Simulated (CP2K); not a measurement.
**Convergence test for PdIn (Pm-3m, 2 atoms in the cell)**

```
CELL_PARAMETERS angstrom
      3.19410     0.00000     0.00000
      0.00000     3.19410     0.00000
      0.00000     0.00000     3.19410
ATOMIC_POSITIONS crystal
  In 0.50000 0.50000 0.50000
  Pd 0.00000 0.00000 0.00000
```

Method: PBE, GPW, DZVP-MOLOPT-SR-GTH basis, GTH-PBE potentials (GTH_POTENTIALS) run with CP2K.

The starting cell has typed, rounded lattice constants, without a prior relaxation at this level. Its lattice was rescaled by a random factor within 2.5 % of one. Spin polarisation is off. Values carry the incompleteness of an atom-centred basis. In the base run, with a pressure of about 17 GPa the cell is away from its equilibrium volume at this level.

Held fixed: REL_CUTOFF = 60 Ry; SMEAR/METHOD = GAUSSIAN; SIGMA = 0.05 eV; KPOINTS/SCHEME = MONKHORST-PACK 8 8 8; GAMMA_CENTERED = T; XC_FUNCTIONAL = PBE; In/BASIS_SET = DZVP-MOLOPT-SR-GTH-q13; In/POTENTIAL = GTH-PBE-q13; Pd/BASIS_SET = DZVP-MOLOPT-SR-GTH-q18; Pd/POTENTIAL = GTH-PBE-q18; METHOD = GPW; EPS_DEFAULT = 1e-10; NGRIDS = 5; SCF_GUESS = ATOMIC; EPS_SCF = 1e-06; MAX_SCF = 100; ADDED_MOS = 6; MIXING/METHOD = BROYDEN_MIXING; MIXING/ALPHA = 0.3.

ΔF is the free energy per atom less that of the last row (1000 Ry).

The series runs over CUTOFF = 200 Ry; 250 Ry; 300 Ry; 350 Ry; 400 Ry; 450 Ry; 500 Ry; 580 Ry; 650 Ry; 750 Ry; 880 Ry; 1000 Ry.

### Question
From which setting on does the pressure stay within 0.05 GPa of the last one?

### Answer
From CUTOFF = 300 Ry on; the one before it is off by 0.077 GPa. The value it settles on is 17.15 GPa at this level of theory and with the other settings as held.

### Question
From which setting on does the energy stay within 1 meV/atom of the last one?

### Answer
From CUTOFF = 300 Ry on; the one before it is off by 1.7 meV/atom.

| CUTOFF | ΔF (meV/atom) | pressure (GPa) | iterations |
|---|---|---|---|
| 200 Ry | -3.3 | 17.16 | 11 |
| 250 Ry | 1.66 | 17.08 | 12 |
| 300 Ry | -0.38 | 17.13 | 12 |
| 350 Ry | -0.38 | 17.13 | 12 |
| 400 Ry | -0.29 | 17.17 | 12 |
| 450 Ry | -0.06 | 17.15 | 12 |
| 500 Ry | -0.06 | 17.15 | 12 |
| 580 Ry | 0.03 | 17.15 | 12 |
| 650 Ry | 0.00 | 17.15 | 12 |
| 750 Ry | 0.00 | 17.15 | 12 |
| 880 Ry | 0.00 | 17.15 | 12 |
| 1000 Ry | 0.00 | 17.15 | 12 |
